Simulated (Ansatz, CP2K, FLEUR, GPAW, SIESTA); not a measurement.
**BiSbPd2 (P-6m2, 4 atoms in the cell) computed with different codes at matched settings**

Self-consistent single point.

```
BiSbPd2
1.0
    4.13436     0.00000     0.00000
   -2.06718     3.58046     0.00000
    0.00000     0.00000     5.61679
Sb Bi Pd
1 1 2
Cartesian
  2.06718   1.19349   0.00000
  0.00000   0.00000   2.80839
  0.00000   2.38698   4.24916
  0.00000   2.38698   1.36763
```

Shared settings, as Ansatz (a first-principles code) writes them: kpoints.mp_grid.grid = 6 6 4; scf.occupations.method = fermi_dirac; scf.occupations.width = 0.1 eV. Potentials and cutoffs stand in the table.

```csv
code,model,pressure (GPa),largest force (eV/Å),cutoff
FLEUR,"LDA (Perdew-Zunger), all-electron FLAPW (FLEUR), scalar-relativistic valence",–,0.003,Kmax 4.3 1/bohr
GPAW,"LDA (Perdew-Wang 92), GPAW PAW datasets LDA (gpaw-data 1.0.1)",-1.13,0.001,600 eV
SIESTA,"LDA PW92, numerical atomic orbitals DZP, PseudoDojo LDA standard norm-conserving potentials (rewritten from UPF to PSML)",-0.89,0.048,grid 400 Ry
Ansatz,"LDA (PW92), PAW files made with PBE",-0.88,0.006,420 eV
CP2K,"LDA (Pade form), GPW, DZVP-MOLOPT-SR-GTH basis, GTH-PADE potentials (GTH_POTENTIALS)",-2.08,0.028,grid 500 Ry
```

A dash marks a value that a program does not give, or that is left out as unsure.

On Ansatz's run: spin-orbit coupling is off. Spin polarisation is off.

The spread over the programs that give each value: pressure within 1.20 GPa; largest force within 0.047 eV/Å.

SIESTA and CP2K use small atom-centred bases, whose incompleteness enters pressures, forces and empty levels differently from a plane-wave cutoff. FLEUR treats all electrons, but the usual bases taken here (sphere radii, linearisation, local orbitals, empty states) were not tested for convergence, so the values are no reference for the others. Ansatz's pressure is given at a fixed set of plane waves, as the other plane-wave codes print theirs. In the pressure, CP2K (by 1.07) lies more than 1 GPa from the median of the plane-wave programs.

The starting cell comes from a database of computed structures (which also holds hypothetical and non-ambient phases and stackings), without a prior relaxation at this level. Its lattice was rescaled by a random factor within 2.5 % of one.

Left out of this page: ABINIT (with a known weakness of the program); Elk (not drawn, or without a comparable value).

Keys are those of Ansatz 0.2.
